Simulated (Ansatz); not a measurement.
The reference is AlN in the zinc blende structure (space group F-43m, No. 216; a = 4.342 Å). Axes: x, y, z lie along the cube axes.

Level of theory: Ansatz (a program for electronic structure), LDA, PAW, cutoff 420 eV, without spin-orbit coupling.

Strains are applied to the cell and any free atomic positions relax.

One change was made to it. Results:

The valley order (the lowest conduction-band minima on the path, energy above the VBM, named in the base's zone) becomes X along [010] 3.18 eV; X along [001] 3.28 eV; Γ 4.18 eV (base: X along ⟨100⟩ 3.25 eV; Γ 4.39 eV); the electron mass goes from 0.52 mₑ along k, 0.32 mₑ across (at X) to 0.52 mₑ along k, 0.33 mₑ across (at X); the energy grows by 3.8 meV/atom.

**Question.** Name the change that was made.
(A) uniaxial strain ε_zz = +2.00 %
(B) uniaxial strain ε_zz = +2.50 %
(C) uniaxial strain ε_zz = +1.00 %
(D) uniaxial strain ε_zz = −0.50 %

**Answer.** A, uniaxial strain ε_zz = +2.00 %. For comparison, the valley order in the other runs: uniaxial strain ε_zz = +2.50 % gives X along [010] 3.16 eV; X along [001] 3.28 eV; Γ 4.12 eV; uniaxial strain ε_zz = −0.50 % gives X along [001] 3.22 eV; X along [100] 3.25 eV; Γ 4.42 eV; uniaxial strain ε_zz = +1.00 % gives X along [010] 3.22 eV; X along [001] 3.26 eV; Γ 4.28 eV.

The levels and masses belong to the bands next to the band gap. Effective masses come from finite differences of ±0.01 Å⁻¹. Along k means along the line from Γ to the band edge. Stability against distortions was not tested. This is not the structure that AlN has at room temperature and ambient pressure.
